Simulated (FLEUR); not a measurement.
Equation of state of diamond-structure C (space group 227): energy against volume (FLEUR, LDA)

```
CELL_PARAMETERS angstrom
      0.00000     1.71413     1.71413
      1.71413     0.00000     1.71413
      1.71413     1.71413     0.00000
ATOMIC_POSITIONS crystal
  C  0.50000 0.50000 0.50000
  C  0.75000 0.75000 0.75000
```

Method: FLEUR with LDA (Vosko-Wilk-Nusair), all-electron FLAPW (FLEUR), scalar-relativistic valence. Settings: Kmax = 5.24 1/bohr; GmaxXC = 15.7 1/bohr; xcFunctional = vwn; jspins = 1; l_soc = F; mode = hist; fermiSmearingEnergy = 0.00036749 Htr; mesh (inpgen div1-3) = 16 16 16; inpgen gamma flag = true; Gmax = 15.7 1/bohr; numbands = 0; maxIterBroyd = 25; imix = Anderson; alpha = 0.05; precondParam = 0; minDistance = 1e-05 me/bohr^3. The cell above is the first row's. The rows scale it uniformly. In all rows fractional positions and the k mesh are held. E is the free energy at the stated smearing, counted from the lowest row.

| V (Å^3/atom) | E (meV/atom) |
|---|---|
| 5.0366 | ? |
| 5.1461 | 39.77 |
| 5.2555 | 18.90 |
| 5.3650 | 5.82 |
| 5.4745 | 0.00 |
| 5.5840 | 0.78 |
| 5.6935 | 7.64 |
| 5.8030 | 20.02 |
| 5.9125 | 37.25 |

**Question.** Using the third-order Birch-Murnaghan form, a cubic in V^(-2/3), estimate the missing E at V = 5.0366 from the other rows, showing the fit.

**Answer.** With u = V^(-2/3) - 0.320, the rows have u = 0.015491, 0.010819, 0.006302, 0.001937, -0.002286, -0.006373, -0.010331, -0.014166. Least squares gives E = -0.399 - 126.51·u + 177324·u² - 107888·u³. Residuals (row less fit): -0.023, 0.048, 0.001, -0.020, -0.038, 0.003, 0.067, -0.034; standard error 0.051 (degrees of freedom: 4). Its minimum lies at u = 0.000357, so V0 = (0.320357)^(-3/2) = 5.515. There d²E/du² = 354400 and d³E/du³ = -647300, so B0 = (4/9) × 5.515^(-7/3) × 354400 × 0.160218 = 470 GPa (the last factor turns the table's units into GPa), and B0' = 4 + (2/3) × 0.320357 × (-647300)/354400 = 3.6. At the withheld row, u = 0.020336, so E = -0.399 - 126.51 × 0.020336 + 177324 × 0.020336² - 107888 × 0.020336³ = 69.454 meV/atom. The calculation gives 69.51 meV/atom, 0.056 meV/atom above the prediction (0.1 % of the range of E in the table). The row lies outside the fitted rows, so this is an extrapolation. From the scatter of the fitted rows alone, a prediction at this place has a standard error of 0.151 meV/atom, so the miss is 0.4 times that.

Carrying the step between the two nearest rows on in a straight line would have given 60.66, off by 8.85; series whose last step already gives the withheld value aren't shown. The scan was laid around a cell of about the measured size, scaled by a guess for this functional. The runs keep the symmetry of the cell, so they don't test it for distortions. Values depend on the basis (sphere radii, cutoffs, local orbitals), which need not be converged. Cutoffs and mesh are single choices, not tested for convergence of this quantity. Series with a scatter that would blur these digits, or in which a gap closes, are not shown. Nor are scans whose minimum lies at an end fitted in this form.
